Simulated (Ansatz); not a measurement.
**Ba2TaBiO6, response to strain**

Base system: Ba2TaBiO6 (space group C2/m, No. 12; a cell from a computed database, its experimental status unchecked).

```xyz
10
Lattice="5.1936 -3.0043 0.0000 5.1936 3.0043 0.0000 -3.5085 0.0000 4.9730" Properties=species:S:1:pos:R:3 pbc="T T T"
Ba     1.7334     0.0000     1.2026
Ba     5.1455     0.0000     3.7703
Ta     5.1936     0.0000     0.0000
Bi    -1.7542     0.0000     2.4865
O      4.1211    -1.4002     0.9291
O      2.7577     1.4002     4.0438
O      2.7577    -1.4002     4.0438
O      4.1211     1.4002     0.9291
O      0.3678     0.0000     3.4767
O      6.5111     0.0000     1.4963
```

Cartesian axes are those of the cell as printed.

Strains are applied to the cell and any free atomic positions relax; under biaxial strain the out-of-plane vector relaxes too.

Level of theory: DFT with PBEsol, PAW potentials and a 420 eV plane-wave cutoff in Ansatz (a program for electronic structure), no spin-orbit coupling.

Notes on the quantities. in-plane stress: mean in-plane stress (compression positive).

```csv
case,band gap,in-plane stress,out-of-plane strain,shortest interatomic distance
base,2.37 eV,–,–,1.994 Å
"biaxial strain −4.87 %, plane normal [001], relaxed out of plane",1.73 eV,+10.0 GPa,+5.08 %,1.974 Å
"biaxial strain −3.44 %, plane normal [001], relaxed out of plane",1.92 eV,+6.9 GPa,+3.56 %,1.980 Å
"biaxial strain −0.48 %, plane normal [001], relaxed out of plane",2.31 eV,+0.9 GPa,+0.48 %,1.992 Å
uniaxial strain ε_yy = −2.24 %,2.24 eV,–,–,1.980 Å
```

With Bi and Ta present, leaving out spin-orbit coupling can change the band edges. Whether these cells are dynamically stable was not tested.
